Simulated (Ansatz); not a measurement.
**HfO2 with two functionals, uniaxial strain ε_yy = +2.53 %**

Consider HfO2 (space group P2_1/c, No. 14).

```
HfO2
1.0
    5.16120     0.00000     0.00000
    0.00000     5.21182     0.00000
   -0.89809     0.00000     5.27640
Hf O
4 8
Direct
  0.27574   0.04289   0.20837
  0.72426   0.54289   0.29163
  0.72426   0.95711   0.79163
  0.27574   0.45711   0.70837
  0.06715   0.32865   0.34844
  0.93285   0.82865   0.15156
  0.93285   0.67135   0.65156
  0.06715   0.17135   0.84844
  0.44917   0.75721   0.47664
  0.55083   0.25721   0.02336
  0.55083   0.24279   0.52336
  0.44917   0.74279   0.97664
```

Cartesian axes are those of the cell as printed.

(Cell as relaxed with PBE.)

Levels (all Ansatz, a first-principles code, PAW): PBE (420 eV, scalar-relativistic without spin-orbit coupling); r2SCAN (500 eV, no spin-orbit coupling).

Each level relaxes its own structure.

```tsv
base	PBE	r2SCAN
volume per atom	11.83 Å³	11.53 Å³
band gap	4.04 eV	4.59 eV
```

The change: uniaxial strain ε_yy = +2.53 %, all other strain components held at zero; the atoms relax in the strained cell.

```csv
quantity,PBE,r2SCAN
shift of the gap caused by the change,-0.02 eV,-0.02 eV
smallest direct gap,4.13 eV,4.69 eV
"pressure (mean of the normal stresses, compression positive)",-5.26 GPa,-5.97 GPa
"valence-band top at Γ (three highest levels, from the VBM)","0.00, -0.12, -0.50 eV","0.00, -0.11, -0.53 eV"
band gap,4.02 eV,4.57 eV
```

PBE's smallest direct gap lies 0.56 eV below r2SCAN's; PBE's pressure lies 0.71 GPa above r2SCAN's; PBE's band gap lies 0.55 eV below r2SCAN's; the two agree on the shift of the gap caused by the change. Neither level is exact; r2SCAN is the comparison here, not a measurement.

With Hf present, leaving out spin-orbit coupling can change the band edges. Whether these cells are dynamically stable was not tested.
